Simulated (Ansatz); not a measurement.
```yaml
crystal:
  lattice:
    - [4.91656, 0.00000, 0.00000]
    - [-2.45828, 4.25787, 0.00000]
    - [0.00000, 0.00000, 5.43163]
  atoms:
    - { symbol: Si, position: [0.53120, 0.53120, 0.33333] }
    - { symbol: Si, position: [0.46880, 0.00000, 0.00000] }
    - { symbol: Si, position: [0.00000, 0.46880, 0.66667] }
    - { symbol: O, position: [0.26856, 0.41310, 0.54782] }
    - { symbol: O, position: [0.58690, 0.85546, 0.21449] }
    - { symbol: O, position: [0.14454, 0.73144, 0.88115] }
    - { symbol: O, position: [0.85546, 0.58690, 0.45218] }
    - { symbol: O, position: [0.73144, 0.14454, 0.78551] }
    - { symbol: O, position: [0.41310, 0.26856, 0.11885] }
```

Space group of this cell: P3_221. The cell is taken as given.

These are r2SCAN (plane waves, PAW; Ansatz, a quantum-chemistry and plane-wave program) values and carry that method's errors.

The current runs along the normal of the first two printed vectors; no spin-orbit coupling. Scaled by the factor s: both lengths across the current (ions clamped). Meshes 12×12×6 and 12×12 across the current in all rows.

```json
[
 {"s": "0.98", "mean pressure (GPa)": "8.8", "slowest mid-gap decay constant κ (1/Å)": "0.526"},
 {"s": "1.00", "mean pressure (GPa)": "0.1", "slowest mid-gap decay constant κ (1/Å)": "0.515"},
 {"s": "1.02", "mean pressure (GPa)": "-7.2", "slowest mid-gap decay constant κ (1/Å)": "?"}
]
```

Task: Take the slope of the slowest mid-gap decay constant κ against ln s from the two given rows, extrapolate to s = 1.02, and say what the run there gives.

Result: Slope = (0.526 − 0.515) / ln 0.98 = -0.544 1/Å. The line gives 0.515 + (-0.544) × ln 1.02 = 0.504 1/Å. The run gives 0.504 1/Å, as the line does.
